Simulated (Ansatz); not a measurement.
```cif
data_MoP
_chemical_formula_sum 'Mo1 P1'
_space_group_name_H-M_alt 'P 1'
_space_group_IT_number 1
_cell_length_a 3.07535
_cell_length_b 3.07535
_cell_length_c 3.11251
_cell_angle_alpha 90.000
_cell_angle_beta 90.000
_cell_angle_gamma 120.000
loop_
_space_group_symop_operation_xyz
  'x, y, z'
loop_
_atom_site_label
_atom_site_type_symbol
_atom_site_fract_x
_atom_site_fract_y
_atom_site_fract_z
_atom_site_occupancy
Mo1 Mo 0.00000 0.00000 0.00000 1
P1 P 0.66667 0.33333 0.50000 1
```

The cell was generated from a structure type, relaxed within its symmetry, and need not be the phase found at ambient conditions. The pressure is 30 GPa. The structure is held there; whether it is the stable one at that pressure was not tested.

Question: By how much do the lattice constants and the volume change from 300 K to 575 K (the quasi-harmonic free energy, PBEsol density-functional theory in Ansatz (plane waves, PAW)), and how far does the bulk modulus soften?

Answer: a by 0.08 %, c by 0.14 %, the volume by 0.30 %; B_T goes from 349 to 344 GPa. Whether this phase is the stable one at each condition was not tested.

The PAW data sets were generated under PBE and serve the other functionals too.

Ansatz is a program for electronic structure.
